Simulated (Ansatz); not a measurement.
## What uniaxial strain ε_zz = +2.04 % does to TiSi2

Consider TiSi$_{2}$ (space group Cmcm, No. 63; a = 3.5459 Å, b = 13.5650 Å, c = 3.5797 Å). Axes: x, y, z lie along a, b, c of the conventional cell.

The change: uniaxial strain ε_zz = +2.04 %, all other strain components held at zero; the atoms relax in the strained cell.

Level of theory: PBE (Ansatz, a quantum-chemistry and plane-wave program), no spin-orbit coupling, earlier PAW set. k-mesh 14×14×13 (Γ-centred); smearing 0.05 eV (Fermi–Dirac).

```tsv
quantity	base	changed	shift
volume per atom	14.35 Å³	14.64 Å³	+0.29 Å³
space group	Cmcm (No. 63)	Cmcm (No. 63)	–
shortest interatomic distance	240.4 pm	242.3 pm	+1.9 pm
energy relative to the base (free energy F)	0 meV/atom	+5.4 meV/atom	+5.4 meV/atom
pressure (mean of the normal stresses, compression positive)	0.0 GPa	-2.9 GPa	-2.9 GPa
band gap	zero	zero	–
stress (xx, yy, zz, yz, xz, xy; compression positive) (rough)	–	(-1.9, -1.2, -5.8, 0.0, 0.0, 0.0) GPa	–
```

Without a gap, meshes like the base's 14×14×13 leave anisotropic stresses uncertain by several tenths of a GPa, and small strain energies with them. Whether these cells are dynamically stable was not tested. The final runs are not spin-polarised.
